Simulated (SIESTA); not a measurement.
A short convergence ladder for LaAl3Cu (I4mm, 5 atoms in the cell)

```
LaAl3Cu
1.0
   -2.12922     2.12922     5.30752
    2.12922    -2.12922     5.30752
    2.12922     2.12922    -5.30752
La Al Cu
1 3 1
Cartesian
  0.00000   0.00000  10.63521
  0.00000   0.00000   4.27669
  2.12922   0.00000   2.61714
  0.00000   2.12922   2.61714
  0.00000   0.00000   6.69618
```

Base method: GGA PBEsol, numerical atomic orbitals TZP, PseudoDojo PBEsol standard norm-conserving potentials (rewritten from UPF to PSML) run with SIESTA.

Base settings: XC.functional = GGA; XC.authors = PBEsol; potentials = PseudoDojo PBEsol standard; PAO.BasisSize = TZP; PAO.EnergyShift = 0.01 Ry; MeshCutoff = 400 Ry; kgrid.MonkhorstPack = 4 4 4; OccupationFunction = MP; OccupationMPOrder = 0; ElectronicTemperature = 0.1 eV.

**The cutoff of the real-space grid**

The mesh stays at the base's, so the ladder's end is converged at best in this setting alone.

Only quantities that move along the ladder and can be compared are tabulated.

| MeshCutoff | free energy less the last step's (meV/atom) | pressure (GPa) |
|---|---|---|
| 140 Ry (162 Ry used) | -19.76 | 0.27 |
| 180 Ry (246 Ry used) | -8.80 | 0.12 |
| 220 Ry (270 Ry used) | -14.24 | 0.19 |
| 400 Ry (407 Ry used) | -0.31 | -0.02 |
| 440 Ry (553 Ry used) | 0.00 | -0.03 |

Coarsest MeshCutoff that holds the free energy within 5 meV/atom of the last step, with all finer ones: 400 Ry (407 Ry used); the step before is off by 14 meV/atom.

Coarsest MeshCutoff that holds the pressure within 0.1 GPa of the last step, with all finer ones: 400 Ry (407 Ry used); the step before is off by 0.21 GPa.

On the base run: the starting cell comes from a database of computed structures (which also holds hypothetical and non-ambient phases and stackings), without a prior relaxation at this level. Its lattice was rescaled by up to half a per cent. One atom was moved a little off its site on purpose. Spin polarisation is off. Values carry the incompleteness of an atom-centred basis. Without a gap this mesh is coarse (it stands for a supercell whose shortest vector is 17 Å).
